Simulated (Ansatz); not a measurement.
The starting structures come from a database of crystals and need not be the phases stable at ambient conditions.

By PBEsol, the system below comes out a metal.

The ballistic (Sharvin) conductance counts the channels at the Fermi level: G/A = (e²/h) × channels of both spins per area.

Data:

```xyz
3
Lattice="3.5383 0.0000 0.0000 0.0000 3.5383 0.0000 1.7691 -1.7691 4.4632" Properties=species:S:1:pos:R:3 pbc="T T T"
Sc     0.0000     0.0000     0.0000
Ag     1.7691     1.7691     1.4875
Ag     3.5383     0.0000     2.9757
```

Space group of this cell: I4/mmm. The cell is taken as given; by PBEsol its mean pressure is -3.3 GPa.

The current flows along the normal of the first two printed cell vectors, the (001) plane of the conventional cell. No spin-orbit coupling; the value is a mean over 0.1 eV about the Fermi level.

Question: Compute, with Ansatz (an electronic-structure program) with PBEsol, the ballistic conductance per area.

Answer: 0.43 × 10¹⁵ S/m² for both spins.
